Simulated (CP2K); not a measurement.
## Worked example: self-consistent single point of AlP (F-43m, 2 atoms in the cell) in CP2K

Computed with CP2K 2026.2 with PBE, GPW, DZVP-MOLOPT-SR-GTH basis, GTH-PBE potentials (GTH_POTENTIALS).

Input as run:

```
&GLOBAL
  PROJECT calc
  RUN_TYPE ENERGY_FORCE
  PRINT_LEVEL LOW
&END GLOBAL
&FORCE_EVAL
  METHOD Quickstep
  STRESS_TENSOR ANALYTICAL
  &DFT
    BASIS_SET_FILE_NAME BASIS_MOLOPT
    POTENTIAL_FILE_NAME GTH_POTENTIALS
    &QS
      METHOD GPW
      EPS_DEFAULT 1E-10
    &END QS
    &MGRID
      CUTOFF 400
      REL_CUTOFF 40
      NGRIDS 5
    &END MGRID
    &SCF
      SCF_GUESS ATOMIC
      EPS_SCF 1E-6
      MAX_SCF 100
      ADDED_MOS 4
      &DIAGONALIZATION
        ALGORITHM STANDARD
      &END DIAGONALIZATION
      &MIXING
        METHOD BROYDEN_MIXING
        ALPHA 0.3
        NBUFFER 8
        BETA 1.5
      &END MIXING
      &SMEAR ON
        METHOD FERMI_DIRAC
        ELECTRONIC_TEMPERATURE [K] 580.23
      &END SMEAR
    &END SCF
    &KPOINTS
      SCHEME MONKHORST-PACK 5 5 5
    &END KPOINTS
    &XC
      &XC_FUNCTIONAL PBE
      &END XC_FUNCTIONAL
    &END XC
    &PRINT
      &MO
        EIGENVALUES T
        OCCUPATION_NUMBERS T
        NDIGITS 8
        FILENAME mo
        &EACH
          QS_SCF 0
        &END EACH
        ADD_LAST NUMERIC
      &END MO
      &MULLIKEN OFF
      &END MULLIKEN
    &END PRINT
  &END DFT
  &SUBSYS
    &CELL
      A 3.88010700 0.00000000 0.00000000
      B 1.94005400 3.36027100 0.00000000
      C 1.94005400 1.12009000 3.16809400
      PERIODIC XYZ
    &END CELL
    &COORD
      SCALED
      Al       0.00000000     0.00000000     0.00000000
      P        0.25000000     0.25000000     0.25000000
    &END COORD
    &KIND Al
      BASIS_SET DZVP-MOLOPT-SR-GTH-q3
      POTENTIAL GTH-PBE-q3
    &END KIND
    &KIND P
      BASIS_SET DZVP-MOLOPT-SR-GTH-q5
      POTENTIAL GTH-PBE-q5
    &END KIND
  &END SUBSYS
  &PRINT
    &FORCES ON
    &END FORCES
    &STRESS_TENSOR ON
    &END STRESS_TENSOR
  &END PRINT
&END FORCE_EVAL
```

Log, with long lists cut:

```
 GLOBAL| Method name                                                        CP2K
 GLOBAL| Project name                                                       calc
 GLOBAL| Run type                                                   ENERGY_FORCE

 TOTAL NUMBERS AND MAXIMUM NUMBERS

  Total number of            - Atomic kinds:                                   2
                             - Atoms:                                          2
                             - Shell sets:                                     2
                             - Shells:                                        10
                             - Primitive Cartesian functions:                  8
                             - Cartesian basis functions:                     28
                             - Spherical basis functions:                     26

  Maximum angular momentum of- Orbital basis functions:                        2
                             - Local part of the GTH pseudopotential:          0
                             - Non-local part of the GTH pseudopotential:      2

 SCF PARAMETERS         Density guess:                                    ATOMIC
                        max_scf:                                             100
                        max_diis:                                              4
                        eps_scf:                                        1.00E-06
                        eps_diis:                                       1.00E-01
                        eps_eigval:                                     1.00E-05
                        level_shift [a.u.]:                             0.000000
                        added MOs                                         4    0
                        Mixing method:                            BROYDEN_MIXING
                                                charge density mixing in g-space
                        Smear method:                                FERMI_DIRAC
                        Electronic temperature [K]:                        580.2
                        Electronic temperature [a.u.]:                  1.84E-03
                        Accuracy threshold:                             1.00E-10
                        No outer SCF

 Extrapolation method: initial_guess

 Number of electrons:                                                          8
 Number of occupied orbitals:                                                  4
 Number of molecular orbitals:                                                 8

 Number of orbital functions:                                                 26
 Number of independent orbital functions:                                     26

 SCF WAVEFUNCTION OPTIMIZATION

  Step     Update method      Time    Convergence         Total energy    Change
     1 NoMix/Diag. 0.30E+00      -     1.31262046        -8.7881837452 -8.79E+00
     2 Broy./Diag. 0.30E+00      -     0.03198022        -8.4771040900  3.11E-01
     3 Broy./Diag. 0.30E+00      -     0.12850301        -8.5334147474 -5.63E-02
     4 Broy./Diag. 0.30E+00      -     0.00577043        -8.6914958967 -1.58E-01
     5 Broy./Diag. 0.30E+00      -     0.00613629        -8.6964532261 -4.96E-03
     6 Broy./Diag. 0.30E+00      -     0.00192543        -8.6998197176 -3.37E-03
     7 Broy./Diag. 0.30E+00      -     0.00020094        -8.7027505305 -2.93E-03
   [... 3 lines left out ...]
    11 Broy./Diag. 0.30E+00      -     0.00000406        -8.7083265144 -9.78E-06
    12 Broy./Diag. 0.30E+00      -     0.00001290        -8.7082663285  6.02E-05
    13 Broy./Diag. 0.30E+00      -     0.00000200        -8.7082582623  8.07E-06
    14 Broy./Diag. 0.30E+00      -     0.00000150        -8.7082603216 -2.06E-06
    15 Broy./Diag. 0.30E+00      -     0.00000013        -8.7082619911 -1.67E-06

  *** SCF run converged in    15 steps ***

  Electronic density on regular grids:         -8.0000000000        0.0000000000
  Core density on regular grids:                7.9999999985       -0.0000000015
  Total charge density on r-space grids:       -0.0000000015
  Total charge density g-space grids:          -0.0000000015

  Overlap energy of the core charge distribution:               0.00000000000726
  Self energy of the core charge distribution:                -22.04275582233095
  Core Hamiltonian energy:                                      4.74528077884696
  Hartree energy:                                              11.08988922088852
  Exchange-correlation energy:                                 -2.50067616844195
  Electronic entropic energy:                                  -0.00000000003393
  Fermi energy:                                                 0.18051858173736

  Total energy:                                                -8.70826199106408
  Total energy (extrapolated to T->0):                         -8.70826199104711

 ENERGY| Total FORCE_EVAL ( QS ) energy [hartree]             -8.708262673958897

 FORCES| Atomic forces [hartree/bohr]
 FORCES|   Atom     x               y               z               |f|
 FORCES|      1  8.46596748E-09 -2.35144272E-08  6.51830922E-08   6.98100022E-08
 FORCES|      2  2.86982469E-07  1.94089313E-07  5.54292589E-08   3.50858948E-07
 FORCES| Sum     2.95448436E-07  1.70574885E-07  1.20612351E-07
 FORCES| Total atomic force                                       3.61846527E-07

 STRESS| Analytical stress tensor [bar]
 STRESS|                        x                   y                   z
 STRESS|      x        1.09665584411E+04   2.03747921398E+00   1.44072138036E+00
 STRESS|      y        2.03747921398E+00   1.09649371452E+04   7.94990061668E-01
 STRESS|      z        1.44072138036E+00   7.94990061668E-01   1.09636203816E+04
 STRESS| 1/3 Trace                                             1.09650386560E+04
```

The run converged in 15 iterations.

The starting cell has typed, rounded lattice constants, without a prior relaxation at this level. Its lattice was rescaled by up to half a per cent. Values carry the incompleteness of an atom-centred basis.
